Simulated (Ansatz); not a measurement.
Consider EuO in the rock salt structure (space group Fm-3m, No. 225; ferromagnetic; relaxed with 0.1 eV smearing).

```yaml
crystal:
  lattice:
    - [0.00000, 2.48261, 2.48261]
    - [2.48261, 0.00000, 2.48261]
    - [2.48261, 2.48261, 0.00000]
  atoms:
    - { symbol: O, position: [0.00000, 0.00000, 0.00000] }
    - { symbol: Eu, position: [0.50000, 0.50000, 0.50000] }
```

Cartesian axes are those of the cell as printed.

Method: PBEsol (Ansatz, a quantum-chemistry and plane-wave program; PAW; 420 eV plane waves; scalar-relativistic without spin-orbit coupling).

For the base:

```
Quantity                        Result
-----------------------------  -------
Shortest interatomic distance  2.483 Å
```

The change: tensile biaxial strain of 1.85 % in the plane normal to [001], as in epitaxy on a mismatched substrate; the out-of-plane cell vector and the atoms relax.

**Question.** Predict the new out-of-plane strain, energy relative to the base and shortest interatomic distance.

**Answer.** The out-of-plane strain amounts to -0.71 %; the energy rises by 8.2 meV/atom; the shortest interatomic distance falls by 0.018 Å to 2.465 Å.

The magnetic state is the one reached from the starting moments; the real material's order can differ, and small cells can't hold many antiferromagnetic ones. The state of the 4f shell was not checked for lower solutions. Whether these cells are dynamically stable was not tested. No Hubbard U is applied, and correlation can decide whether such a compound is a metal.
